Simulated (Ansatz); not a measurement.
```yaml
crystal:
  lattice:
    - [4.92380, 0.00000, 0.00000]
    - [2.46190, 4.26414, 0.00000]
    - [0.00000, 0.00000, 21.51931]
  atoms:
    - { symbol: Mg, position: [0.07352, 0.07352, 0.34777] }
    - { symbol: Mg, position: [0.40686, 0.40686, 0.53460] }
    - { symbol: Ni, position: [0.07766, 0.57146, 0.41754], spin: 2.0 }
    - { symbol: Ni, position: [0.57146, 0.07766, 0.41754], spin: 2.0 }
    - { symbol: Ni, position: [0.40686, 0.40686, 0.32529], spin: 2.0 }
    - { symbol: Ni, position: [0.57146, 0.57146, 0.41754], spin: 2.0 }
    - { symbol: Ni, position: [0.41099, 0.90479, 0.60437], spin: 2.0 }
    - { symbol: Ni, position: [0.90479, 0.41099, 0.60437], spin: 2.0 }
    - { symbol: Ni, position: [0.74019, 0.74019, 0.51211], spin: 2.0 }
    - { symbol: Ni, position: [0.90479, 0.90479, 0.60437], spin: 2.0 }
    - { symbol: Y, position: [0.07352, 0.07352, 0.48789] }
    - { symbol: Y, position: [0.40686, 0.40686, 0.67471] }
```
(The spins are starting values, not results.)

Computed with PBEsol, default PAW files made with PBE (plane waves; Ansatz, an electronic-structure program).

The set-up and first iterations of an Ansatz log for a (111) slab of YMgNi4 (cut from a parent of space group no. 216; 12 atoms in the cell):

```
WARN the atoms were moved onto the symmetric positions of the space group found under crystal.symmetry.tolerance 1.0e-5 (fractional …
WARN ansatz: RAYON_NUM_THREADS=1 ignored (pool sized by the plan → 1); use --threads N
Pseudopotentials: kind: paw
Pseudopotential: Mg, paw, valence charge 10
Pseudopotential: Ni, paw, valence charge 18
Pseudopotential: Y, paw, valence charge 11
Crystal: 12 atoms, lattice volume = 451.814 Å³
Basis set: ecut = 420 eV, 8861 PW (Γ), exchange–correlation on 72×72×288 points (8 copies of the dense FFT grid, shifted against one another)
Bands: 122, of which v1, the nominal top of the filled ones, is band 93 counted from 1 (92 counted from 0)
Symmetry: 6 space group operations
Space group: P3m1 (ITA 156), of the structure as read, at distance tolerance 7.7e-5 Å
Magnetic group: BNS 156.49 (UNI 1279), of the structure as read, at distance tolerance 7.7e-5 Å
k-points: 10 of 64 (time reversal used)
PAW frozen core: Mg, regenerated for the run's functional, and the local potential with it
PAW frozen core: Ni, regenerated for the run's functional, and the local potential with it
PAW frozen core: Y, regenerated for the run's functional, and the local potential with it
Initial density: superposition of atomic densities (neutral atoms: chi_scale 0, normalization atom)
Starting moments: Σ|m| = 16 μB on 8 of 12 sites
Initial wavefunctions: pseudopotential atomic-orbital guess
Eigensolver: davidson
Functional: x = pbesol(κ = 0.804, μ = 0.12345679012345678), c = pbesol(β = 0.046)
SCF iter   1: F=—  HF=-57851.327871 eV  |F-HF|=—  |Δ(HF+E_count)|=         —  Δρ=9.18e-2 (↑9.18e-2 ↓8.91e-2)  dr2=3.90e1  dr2_m=3.29e1  M=3.915 μB ∫|m|=4.764 μB  β_m=0.30  ethr=3.10e-3  ⟨swp⟩=9.8  Hψ=12317  notcnv=0  defer=67
Mixer restart at iter 1: flushing history
all-band conjugate gradients solve this SCF's bands
preconditioner: auto → LDOS
spin=Collinear: LDOS preconditioning applied to the charge; magnetization (m = ρ↑ − ρ↓) channel mixes plain (no charge-response kernel on spin).
SCF iter   2: F=—  HF=-57848.390038 eV  |F-HF|=—  |Δ(HF+E_count)|=    2.94e0  Δρ=7.37e-2 (↑5.90e-2 ↓7.37e-2)  dr2=9.68e0  dr2_m=1.79e1  M=3.456 μB ∫|m|=4.379 μB  β_m=0.61  ethr=3.10e-3  ⟨swp⟩=3.1  Hψ=3978  notcnv=0  defer=236
SCF iter   3: F=—  HF=-57855.425791 eV  |F-HF|=—  |Δ(HF+E_count)|=    7.04e0  Δρ=4.08e-2 (↑4.08e-2 ↓2.19e-2)  dr2=1.21e1  dr2_m=1.05e0  M=2.577 μB ∫|m|=3.430 μB  β_m=0.56  ethr=3.10e-3  ⟨swp⟩=4.2  Hψ=4674  notcnv=0  defer=237
SCF iter   4: F=—  HF=-57853.365856 eV  |F-HF|=—  |Δ(HF+E_count)|=    2.06e0  Δρ=1.51e-2 (↑1.12e-2 ↓1.51e-2)  dr2=5.19e0  dr2_m=6.55e-1  M=2.172 μB ∫|m|=2.938 μB  β_m=0.78  ethr=3.10e-3  ⟨swp⟩=3.8  Hψ=5030  notcnv=0  defer=164
   [... lines left out ...]
```

Task: How does the run end?

Result: The run converged, with 48 iterations in all over 2 SCF loops. Convergence of the loop says nothing yet on basis, mesh or lower states. It ends on: free energy E − TS (on the zero of these files) -57853.1656 eV; Fermi level (on the code's own zero) 3.54 eV; pressure averaged over the cell with its vacuum -3.41 GPa; largest force (vector length) 1.288 eV/Å; size of the cell's spin moment 0.84 μB. The log goes on:

```
   [... 8 lines left out ...]
   [... lines left out ...]
SCF iter  17: F=—  HF=-57853.165628 eV  |F-HF|=—  |Δ(HF+E_count)|=   7.10e-8  Δρ=4.53e-6 (↑3.21e-6 ↓4.53e-6)  dr2=1.51e-7  dr2_m=1.17e-8  M=0.837 μB ∫|m|=1.032 μB  β_m=0.67  ethr=3.51e-10  ⟨swp⟩=2.0  Hψ=3384  notcnv=0  defer=199
SCF iter  18: F=—  HF=-57853.165628 eV  |F-HF|=—  |Δ(HF+E_count)|=   1.04e-8  Δρ=2.09e-6 (↑2.09e-6 ↓1.22e-6)  dr2=4.33e-8  dr2_m=3.30e-9  M=0.837 μB ∫|m|=1.033 μB  β_m=0.64  ethr=8.14e-11  ⟨swp⟩=2.0  Hψ=3357  notcnv=0  defer=199
SCF iter  19: F=-57853.165628 eV  HF=-57853.165628 eV  |F-HF|=2.43e-8  |Δ(HF+E_count)|=   1.07e-8  Δρ=1.47e-6 (↑1.22e-6 ↓1.47e-6)  dr2=3.06e-8  dr2_m=3.51e-10  M=0.837 μB ∫|m|=1.033 μB  ethr=2.33e-11  ⟨swp⟩=14.0  Hψ=11574  notcnv=0
SCF 1 converged in 19 iterations: F = -57853.165628 eV  dr2 = 3.06e-8
Crystal: 12 atoms, lattice volume = 451.814 Å³
Starting moments: Σ|m| = 18 μB on 10 of 12 sites
SCF iter   1: F=—  HF=-57861.128557 eV  |F-HF|=—  |Δ(HF+E_count)|=         —  Δρ=1.40e-1 (↑4.83e-2 ↓1.40e-1)  dr2=9.33e1  dr2_m=3.49e1  M=3.311 μB ∫|m|=4.004 μB  β_m=0.30  ethr=3.10e-3  ⟨swp⟩=10.0  Hψ=12367  notcnv=0  defer=59
preconditioner: auto → LDOS
spin=Collinear: LDOS preconditioning applied to the charge; magnetization (m = ρ↑ − ρ↓) channel mixes plain (no charge-response kernel on spin).
SCF iter   2: F=—  HF=-57853.827395 eV  |F-HF|=—  |Δ(HF+E_count)|=    7.30e0  Δρ=6.85e-2 (↑5.06e-2 ↓6.85e-2)  dr2=2.07e1  dr2_m=1.35e1  M=3.789 μB ∫|m|=4.844 μB  β_m=0.30  ethr=3.10e-3  ⟨swp⟩=3.0  Hψ=4019  notcnv=0  defer=302
   [... lines left out ...]
spin-set hold released at iteration 8 (site moments contracting)
iter 28 did not close the SCF: its close was put off for a magnetic moment that had not settled (scf_convergence_deferred on its scf_iter line)
WARN: the starting moments were not kept: the SCF closed with an absolute magnetisation of 1.0e0 μB, where they sum to 16 μB in size (8 sites) …
Absolute magnetization: 1.0333 μB (∫|ρ↑−ρ↓|, with the PAW one-centre terms)
Free energy (F): -57853.165628 eV
Fermi energy:    3.541198 eV
   [... lines left out ...]
  atom  11  Y      0.00000000    -0.00000000     0.07523329
  atom  12  Y     -0.00000000     0.00000000    -0.87342850
--- Stress (GPa, compression-positive) ---
       -3.936381      -0.000000      -0.000000
       -0.000000      -3.936381       0.000000
       -0.000000       0.000000      -2.342294
  P = ⅓ Tr σ = -3.4050 GPa (-34.050 kbar)
  The stress holds the Pulay correction. Without it, at fixed plane waves, as pw.x and ABINIT print it: P = -3.4147 GPa
```

The starting cell comes from a database of computed structures (which also holds hypothetical and non-ambient phases and stackings), without a prior relaxation at this level. The slab is cut from that crystal, and its faces are unrelaxed. Its lattice was rescaled by up to half a per cent. The moments shrank to a small part of their start, a low-spin state that need not be the lowest. The program warned that a starting moment was not kept. The two faces of this cut differ, and no dipole correction was used. Forces in this geometry exceed 1 eV/Å.

The run was DFT, PBEsol, plane waves, default PAW files made with PBE. Main settings of its input:

basis.ecutwfc: 420 eV
kpoints.mp_grid.grid: 8 8 1
hamiltonian.xc: pbesol
hamiltonian.pseudopotentials: {kind: paw} (the program's default PAW files)
magnetization.spin_polarized: true
scf.occupations.method: fermi_dirac
scf.occupations.width: 0.1 eV

These are the values that this program gave, and no reference: magnetic slabs can end in a higher state.

Keys are those of Ansatz 0.2.
